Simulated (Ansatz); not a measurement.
# Response to strain in MgO

Take MgO in the rock salt structure (space group Fm-3m, No. 225) as the base.

```yaml
crystal:
  lattice:
    - [0.00000, 2.10744, 2.10744]
    - [2.10744, 0.00000, 2.10744]
    - [2.10744, 2.10744, 0.00000]
  atoms:
    - { symbol: O, position: [0.00000, 0.00000, 0.00000] }
    - { symbol: Mg, position: [0.50000, 0.50000, 0.50000] }
```

Cartesian axes are those of the cell as printed.

Strains are applied to the cell and any free atomic positions relax; under biaxial strain the out-of-plane vector relaxes too.

The values are results of Ansatz (a quantum-chemistry and plane-wave program), PBEsol, PAW, cutoff 420 eV, scalar-relativistic without spin-orbit coupling, earlier PAW set, not measurements.

Notes on the quantities. pressure: mean of the normal stresses, compression positive.

```csv
variant,band gap,space group,pressure,electron mass,volume per atom
base,4.62 eV,Fm-3m (No. 225),0.00 GPa,0.34 mₑ (at Γ),9.36 Å³
"biaxial strain +0.71 %, plane normal [001], relaxed out of plane",4.52 eV,I4/mmm (No. 139),-1.48 GPa,0.34 mₑ (at Γ),___
"biaxial strain +2.61 %, plane normal [111], relaxed out of plane",4.05 eV,R-3m (No. 166),-6.08 GPa,0.32 mₑ (at Γ),___
isotropic strain −1.36 %,5.03 eV,Fm-3m (No. 225),___,0.36 mₑ (at Γ),8.98 Å³
uniaxial strain ε_xx = −2.66 %,4.86 eV,I4/mmm (No. 139),4.75 GPa,"0.37 mₑ along x, 0.34 mₑ across (at Γ)",9.11 Å³
uniaxial strain ε_xx = −0.69 %,4.68 eV,I4/mmm (No. 139),1.13 GPa,0.34 mₑ (at Γ),9.30 Å³
uniaxial strain ε_xx = +5.95 %,4.00 eV,I4/mmm (No. 139),-7.19 GPa,"0.30 mₑ along x, 0.33 mₑ across (at Γ)",9.92 Å³
tensor shear ε_yz = −0.26 %,4.60 eV,Immm (No. 71),0.01 GPa,0.34 mₑ (at Γ),9.36 Å³
tensor shear ε_xy = +3.74 %,4.27 eV,Immm (No. 71),0.28 GPa,–,9.35 Å³
tensor shear ε_xy = +1.00 %,4.54 eV,Immm (No. 71),0.02 GPa,0.34 mₑ (at Γ),9.36 Å³
```

Problem. Complete the table.

Solution. 
- biaxial strain +0.71 %, plane normal [001], relaxed out of plane, volume per atom: 9.45 Å³
- biaxial strain +2.61 %, plane normal [111], relaxed out of plane, volume per atom: 9.76 Å³
- isotropic strain −1.36 %, pressure: 7.04 GPa

Effective masses come from finite differences of ±0.01 Å⁻¹. Stability against distortions was not tested.
